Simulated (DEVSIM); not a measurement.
abrupt GaAs p-n junction

Device: abrupt GaAs p-n junction, at 300 K.

| layer (left to right) | material | thickness (μm) | Nd (cm⁻³) | Na (cm⁻³) | τn (s) | τp (s) |
|---|---|---|---|---|---|---|
| 1 | GaAs | 39.0 | - | 1e17 | 1.3e-9 | 1.3e-9 |
| 2 | GaAs | 1.70 | 5.4e13 | - | 1.3e-9 | 1.3e-9 |

Left contact: ohmic. Right contact: ohmic. Voltage is applied to the left contact. Recombination: SRH at mid-gap, radiative. Mobility is μmin + (μ − μmin)/(1 + (N/Nref)^α).

The device is made up for the run: typed textbook-type constants, with dimensions and the other settings drawn at random. Values at 300 K.

```
parameter        GaAs
-------------  ------
gap (eV)        1.424
affinity (eV)    4.07
permittivity     12.9
Nc (cm⁻³)      4.7e17
Nv (cm⁻³)        9e18
μn (cm²/Vs)      8500
μp (cm²/Vs)       400
μn,min            500
μp,min             20
Nref,n           6e16
Nref,p         1.5e17
αn               0.39
αp               0.38
B (cm³/s)       2e-10
```

Model (solved in DEVSIM): 1D drift-diffusion, Boltzmann statistics, complete ionisation; no tunnelling, impact ionisation, image-force lowering or self-heating.

```yaml
potential_step_across_the_device_at_zero_bias: 1.073 V
largest_field_in_the_device_at_zero_bias: 17000 V/cm
Dark forward voltage at 1 A/cm²: 0.881 V
Dark forward voltage at 100 A/cm²: 1.213 V
```

Dark forward current:

```json
[
 {"V (V)": "0.05", "J (A/cm²)": "3.7e-9"},
 {"V (V)": "0.10", "J (A/cm²)": "1.3e-8"},
 {"V (V)": "0.20", "J (A/cm²)": "1.1e-7"},
 {"V (V)": "0.25", "J (A/cm²)": "3.2e-7"},
 {"V (V)": "0.30", "J (A/cm²)": "9.1e-7"},
 {"V (V)": "0.40", "J (A/cm²)": "7.5e-6"},
 {"V (V)": "0.45", "J (A/cm²)": "2.2e-5"},
 {"V (V)": "0.55", "J (A/cm²)": "0.00021"},
 {"V (V)": "0.60", "J (A/cm²)": "0.00067"},
 {"V (V)": "0.65", "J (A/cm²)": "0.0024"},
 {"V (V)": "0.75", "J (A/cm²)": "0.034"},
 {"V (V)": "0.80", "J (A/cm²)": "0.13"},
 {"V (V)": "0.85", "J (A/cm²)": "0.49"},
 {"V (V)": "0.95", "J (A/cm²)": "4.3"},
 {"V (V)": "1.00", "J (A/cm²)": "10"},
 {"V (V)": "1.10", "J (A/cm²)": "40"},
 {"V (V)": "1.15", "J (A/cm²)": "64"},
 {"V (V)": "1.20", "J (A/cm²)": "92"},
 {"V (V)": "1.30", "J (A/cm²)": "160"},
 {"V (V)": "1.35", "J (A/cm²)": "200"},
 {"V (V)": "1.40", "J (A/cm²)": "240"},
 {"V (V)": "1.50", "J (A/cm²)": "320"},
 {"V (V)": "1.55", "J (A/cm²)": "360"},
 {"V (V)": "1.65", "J (A/cm²)": "450"},
 {"V (V)": "1.70", "J (A/cm²)": "490"},
 {"V (V)": "1.75", "J (A/cm²)": "540"},
 {"V (V)": "1.85", "J (A/cm²)": "630"},
 {"V (V)": "1.90", "J (A/cm²)": "680"}
]
```
